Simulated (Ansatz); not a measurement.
Hypothetical ReO3 type MnCl3: response to strain

The reference is MnCl3 in the ReO3 type structure (space group Pm-3m, No. 221; a = 4.7470 Å; ferromagnetic; a hypothetical phase, not in the database extracts checked; relaxed with 0.1 eV smearing). Axes: x, y, z lie along the cube axes.

Strains are applied to the cell and any free atomic positions relax; under biaxial strain the out-of-plane vector relaxes too.

Computed with plane-wave PAW DFT at the PBE level (Ansatz, a quantum-chemistry and plane-wave program, 420 eV), no SOC.

Notes on the quantities. pressure: mean of the normal stresses, compression positive; energy relative to the base: free energy F.

```csv
case,space group,shortest interatomic distance,pressure,largest site moment,energy relative to the base
base,Pm-3m (No. 221),2.373 Å,0.0 GPa,3.59 μB,0 meV/atom
"biaxial strain −0.56 %, plane normal [001], relaxed out of plane",P4/mmm (No. 123),2.360 Å,0.4 GPa,3.57 μB,+0.6 meV/atom
"biaxial strain −3.81 %, plane normal [110], relaxed out of plane",Cmmm (No. 65),2.283 Å,2.4 GPa,3.48 μB,+21 meV/atom
"biaxial strain +0.73 %, plane normal [110], relaxed out of plane",Cmmm (No. 65),2.376 Å,-0.4 GPa,3.60 μB,+0.7 meV/atom
isotropic strain −0.65 %,Pm-3m (No. 221),2.358 Å,0.9 GPa,3.56 μB,+1.4 meV/atom
isotropic strain +2.85 %,Pm-3m (No. 221),2.441 Å,-2.8 GPa,3.74 μB,+23 meV/atom
isotropic strain +5.05 %,Pm-3m (No. 221),2.493 Å,-4.2 GPa,3.85 μB,+65 meV/atom
uniaxial strain ε_xx = −0.47 %,P4/mmm (No. 123),2.362 Å,0.2 GPa,3.58 μB,+0.2 meV/atom
uniaxial strain ε_yy = −5.92 %,P4/mmm (No. 123),2.233 Å,3.4 GPa,3.43 μB,+35 meV/atom
tensor shear ε_xz = −1.56 %,Cmmm (No. 65),2.373 Å,0.0 GPa,3.59 μB,+1.4 meV/atom
```

No phonon test of stability was made. No Hubbard U is applied and the magnetic state is the run's own (MnCl3 ferromagnetic); other magnetic orders, which need larger cells, were not tried and can change the gap.
